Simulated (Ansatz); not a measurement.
Ansatz (a first-principles code) run on CdF2 (Fm-3m, 3 atoms in the cell): self-consistent single point

Computed with PBE (plane waves, PAW; Ansatz).

The input file:

Ansatz 0.2 input:
```yaml
crystal:
  lattice:
    - [0.000000, 2.705921, 2.705921]
    - [2.705921, 0.000000, 2.705921]
    - [2.705921, 2.705921, 0.000000]
  atoms:
    - { symbol: Cd, position: [0.000000, 0.000000, 0.000000] }
    - { symbol: F, position: [0.250000, 0.250000, 0.250000] }
    - { symbol: F, position: [0.750000, 0.750000, 0.750000] }
kpoints:
  mp_grid: { grid: [7, 7, 7] }
hamiltonian:
  xc: pbe
  pseudopotentials: { kind: paw }
scf:
  occupations: { method: fermi_dirac, width: 0.05 }
output:
  forces: true
  eigenvalues: true
  stress: true
```

The program printed (abridged):

```
WARN basis.ecutwfc = 420 eV, the default
WARN ansatz: RAYON_NUM_THREADS=1 ignored (pool sized by the plan → 1); use --threads N
Pseudopotentials: kind: paw
Pseudopotential: Cd, paw, valence charge 20
Pseudopotential: F, paw, valence charge 7
Crystal: 3 atoms, lattice volume = 39.626 Å³
Basis set: ecut = 420 eV, 749 PW (Γ), exchange–correlation on 54×54×54 points (8 copies of the dense FFT grid, shifted against one another)
Bands: 21, of which v1, the nominal top of the filled ones, is band 17 counted from 1 (16 counted from 0)
Symmetry: 48 space group operations
Space group: Fm-3m (ITA 225), of the structure as read, at distance tolerance 3.4e-5 Å
k-points: 20 of 343
Initial density: superposition of atomic densities (neutral atoms: chi_scale 0, normalization atom), corrected by the library's trained network
Initial wavefunctions: pseudopotential atomic-orbital guess
Eigensolver: davidson
Functional: x = pbe(κ = 0.804, μ = 0.2195149727645171), c = pbe(β = 0.06672455060314922)
SCF iter   1: F=—  HF=-9872.149784 eV  |F-HF|=—  |Δ(HF+E_count)|=         —  Δρ=5.33e-4  dr2=1.79e-5  ethr=1.77e-3  ⟨swp⟩=5.7  Hψ=1704  notcnv=0
all-band conjugate gradients solve this SCF's bands
preconditioner: auto → none
SCF iter   2: F=—  HF=-9872.150814 eV  |F-HF|=—  |Δ(HF+E_count)|=   1.03e-3  Δρ=3.07e-4  dr2=1.60e-5  ethr=5.27e-8  ⟨swp⟩=3.0  Hψ=1111  notcnv=0
SCF iter   3: F=—  HF=-9872.150863 eV  |F-HF|=—  |Δ(HF+E_count)|=   4.98e-5  Δρ=1.71e-4  dr2=1.35e-6  ethr=4.71e-8  ⟨swp⟩=2.0  Hψ=624  notcnv=0
SCF iter   4: F=—  HF=-9872.150906 eV  |F-HF|=—  |Δ(HF+E_count)|=   4.27e-5  Δρ=5.51e-5  dr2=4.99e-7  ethr=3.96e-9  ⟨swp⟩=2.0  Hψ=680  notcnv=0
iter 5 did not close the SCF: its close was put off for the readings that it lacked (scf_convergence_deferred on its scf_iter line)
SCF iter   5: F=-9872.150908 eV  HF=-9872.150908 eV  |F-HF|=6.96e-9  |Δ(HF+E_count)|=   2.00e-6  Δρ=1.29e-5  dr2=4.39e-8  ethr=1.47e-9  ⟨swp⟩=2.0  Hψ=644  notcnv=0
SCF iter   6: F=-9872.150908 eV  HF=-9872.150908 eV  |F-HF|=2.00e-9  |Δ(HF+E_count)|=   1.97e-8  Δρ=2.90e-6  dr2=2.71e-9  ethr=1.29e-10  ⟨swp⟩=2.0  Hψ=1406  notcnv=0
SCF 1 converged in 6 iterations: F = -9872.150908 eV  dr2 = 2.71e-9
SCF converged after 6 iterations
Free energy (F): -9872.150908 eV
Harris-Foulkes:  -9872.150908 eV  (|F-HF|=2.00e-9)
Internal energy: -9872.150908 eV  (E = F + TS)
E sigma→0 (E₀):  -9872.150908 eV
Fermi energy:    7.842761 eV
--- Per-component energies (eV) ---
  E_band       = -487.072095
  E_kinetic    = 918.430916
  E_local      = -4261.972051  (includes V_loc(G=0)·N_el)
  E_nonlocal   = 184.136845
  E_hartree    = 1887.475910
  E_xc         = -335.218871
  E_vxc        = -424.687970  (∫ρ·V_xc dr)
  E_paw        = -4487.865059  (= ΣΔE_a)
  E_vpaw       = -677.937953  (= ΣTr[D̂ρ^β])
  E_aug_tail   = 0.004110  (compensation charges beyond the density's cutoff)
  E_ewald      = -3777.142707
  E_smearing   = -0.000000  (= −TS)
  E_closure    = 0.000000  (closes the sum)
  Σ components = -9872.150908   (vs F -9872.150908, Δ=0.00e0)
--- Forces (eV/Å), atoms counted from 1 ---
  atom   1  Cd    -0.00000000     0.00000000    -0.00000000
   [... zero for the other atoms too ...]
  max |Σ_I F_I| component: 1.62e-17 eV/Å
--- Stress (GPa, compression-positive) ---
        3.929337      -0.000000      -0.000000
        0.000000       3.929337      -0.000000
        0.000000       0.000000       3.929337
  P = ⅓ Tr σ = 3.9293 GPa (39.293 kbar)
  The stress holds the Pulay correction. Without it, at fixed plane waves, as pw.x and ABINIT print it: P = 3.2724 GPa
--- Band table (eV; the first three rows and the last of 20) ---
  k-point 0: bands = ["-92.1698", "-53.2760", "-53.2760", "-53.2760", "-14.4819", "-13.4192", "0.6736", "0.6736", "0.6736", "1.8219", "1.8219", "5.2995", "5.2995", "5.2995", "5.7297", "5.7297", "5.7297", "9.2962", "18.8812", "18.8812", "18.8812"]
  k-point 1: bands = ["-92.1698", "-53.2765", "-53.2761", "-53.2761", "-14.4197", "-13.4740", "0.7461", "0.7461", "0.8800", "1.8016", "1.8016", "4.7245", "5.1610", "5.1610", "5.5823", "5.7491", "5.7491", "10.0243", "18.0065", "19.1716", "19.1716"]
  k-point 2: bands = ["-92.1698", "-53.2774", "-53.2763", "-53.2763", "-14.2556", "-13.6184", "0.8975", "0.8975", "1.4121", "1.7993", "1.7993", "3.9384", "4.8190", "4.8190", "4.9363", "5.7966", "5.7966", "11.5638", "16.6845", "19.8814", "19.8814"]
  k-point 19: bands = ["-92.1697", "-53.2777", "-53.2775", "-53.2768", "-13.9193", "-13.8937", "1.1914", "1.4978", "1.6417", "1.7692", "1.8037", "2.8308", "3.7513", "4.4471", "4.9730", "5.7174", "6.1848", "14.1312", "17.2319", "17.5084", "19.0592"]
```

The run converged in 6 iterations.

The starting cell comes from a database of computed structures (which also holds hypothetical and non-ambient phases and stackings), without a prior relaxation at this level. Its lattice was rescaled by a random factor within 2.5 % of one. With a pressure of about 4 GPa the cell is away from its equilibrium volume at this level. Ansatz's pressure includes its estimate of the finite-basis (Pulay) stress. Without the estimate this run gives 3.27 GPa.
